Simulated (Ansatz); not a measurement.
The structure below was relaxed with PBEsol (Ansatz, an electronic-structure program; PAW; 420 eV plane waves; without spin-orbit coupling).

Space group P4mm (No. 99); a = 4.0119 Å, b = 4.0119 Å, c = 3.8605 Å, α = 90.00°, β = 90.00°, γ = 90.00°

```json
[
 {"atom": "Ti", "site": "1b", "symmetry": "4mm", "x": "0.5000", "y": "0.5000", "z": "0.4092"},
 {"atom": "Pt", "site": "1a", "symmetry": "4mm", "x": "0.0000", "y": "0.0000", "z": "0.2070"},
 {"atom": "O", "site": "1b", "symmetry": "4mm", "x": "0.5000", "y": "0.5000", "z": "0.8445"},
 {"atom": "O", "site": "2c", "symmetry": "2mm.", "x": "0.0000", "y": "0.5000", "z": "0.3226"}
]
```

Q: Write out a cell with all atoms.

A: 
```
TiPtO3
1.0
    4.01191     0.00000     0.00000
    0.00000     4.01191     0.00000
    0.00000     0.00000     3.86046
Ti Pt O
1 1 3
Direct
  0.50000   0.50000   0.40921
  0.00000   0.00000   0.20699
  0.50000   0.50000   0.84451
  0.50000   0.00000   0.32265
  0.00000   0.50000   0.32265
```
This is the conventional cell.

Stability against distortions was not tested. All final runs are without spin polarisation. The cell was made from PbTiO3 by this change: Pb → Pt; the result is a hypothetical phase, not in the database extracts checked.
